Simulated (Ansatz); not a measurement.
Response to strain in hypothetical P6/mmm CsV3Sb5

The reference is CsV₃Sb₅ (space group P6/mmm, No. 191; a = 5.441 Å, c = 9.130 Å; a hypothetical phase, not in the database extracts checked). Axes: x lies along a and z along c of the hexagonal cell.

Strains are applied to the cell and any free atomic positions relax; under biaxial strain the out-of-plane vector relaxes too.

Computed with PBE-D3(BJ) (Ansatz, a first-principles code; PAW; 420 eV plane waves; no spin-orbit coupling).

Notes on the quantities. pressure: mean of the normal stresses, compression positive.

| variant | pressure | shortest interatomic distance |
|---|---|---|
| base | 0.0 GPa | 2.720 Å |
| biaxial strain +4.31 %, plane normal [001], relaxed out of plane | -3.2 GPa | 2.730 Å |
| isotropic strain −1.75 % | 2.8 GPa | 2.673 Å |
| isotropic strain −1.40 % | 2.2 GPa | 2.682 Å |

Without a gap, meshes like the base's 10×10×5 leave anisotropic stresses uncertain by several tenths of a GPa, and small strain energies with them. Stability against distortions was not tested. Seeded moments were not kept for the base. All final runs are without spin polarisation. An odd electron count without spin: CsV3Sb5. CsV3Sb5 has a high density of states at the Fermi level and may be magnetic at this level.
